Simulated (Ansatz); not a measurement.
CsSnI3 under a change: Cs → Sr

Start from CsSnI$_{3}$ in the cubic perovskite structure (space group Pm-3m, No. 221; a = 6.2251 Å).

It is then changed as follows: full substitution Cs → Sr, then cell and atoms are relaxed.

Computed with r2SCAN, PAW, 500 eV (Ansatz, a program for electronic structure; without spin-orbit coupling), earlier PAW set. k-mesh 8×8×8 (Γ-centred); smearing 0.05 eV (Fermi–Dirac), for the changed cell.

```json
[
 {"quantity": "density", "base": "4.35 g/cm³", "changed": "4.22 g/cm³", "shift": "-0.13 g/cm³"},
 {"quantity": "lattice parameter a", "base": "6.225 Å", "changed": "6.135 Å", "shift": "-0.090 Å"},
 {"quantity": "space group", "base": "Pm-3m (No. 221)", "changed": "Pm-3m (No. 221)", "shift": "–"},
 {"quantity": "shortest interatomic distance", "base": "3.113 Å", "changed": "3.068 Å", "shift": "-0.045 Å"},
 {"quantity": "band gap", "base": "0.46 eV", "changed": "zero", "shift": "–"}
]
```

Final structure:

```
SrSnI3
1.0
    6.13510     0.00000     0.00000
    0.00000     6.13510     0.00000
    0.00000     0.00000     6.13510
Sr Sn I
1 1 3
Direct
  0.00000   0.00000   0.00000
  0.50000   0.50000   0.50000
  0.00000   0.50000   0.50000
  0.50000   0.50000   0.00000
  0.50000   0.00000   0.50000
```

Spin-orbit coupling, missing from the scalar runs, can matter with I. Stability against distortions was not tested. As relaxed here, SrSnI3 is a hypothetical phase, not in the database extracts checked. The final runs are not spin-polarised. An odd electron count without spin: SrSnI3. Many cubic perovskites are stable only at high temperature; tilts and polar distortions were not tested.
